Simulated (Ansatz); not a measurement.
Start from BN in the zinc blende structure (space group F-43m, No. 216; a = 3.6097 Å).

The values are results of r2SCAN/PAW in Ansatz (an electronic-structure program), no spin-orbit coupling, not measurements.

Strains are applied to the cell and any free atomic positions relax.

One change was made to it. Results:

| quantity | base | after |
|---|---|---|
| hole mass (degenerate bands, along [100]) | 0.48, 0.51, 0.51 mₑ (at Γ) | 0.47, 0.52, 0.52 mₑ (at Γ) |
| band gap | 5.00 eV | 4.98 eV |
| energy relative to the base (free energy F) | 0 meV/atom | +1.6 meV/atom |
| pressure | 0.00 GPa | -5.70 GPa |

Problem. Which change produced these results?
A) isotropic strain +1.50 %
B) isotropic strain +1.00 %
C) isotropic strain +0.50 %

Solution. C, isotropic strain +0.50 %. For comparison, the energy relative to the base in the other runs: isotropic strain +1.50 % gives +14 meV/atom; isotropic strain +1.00 % gives +6.3 meV/atom.

Masses are band curvatures over ±0.01 Å⁻¹ around the edge. No phonon test of stability was made.
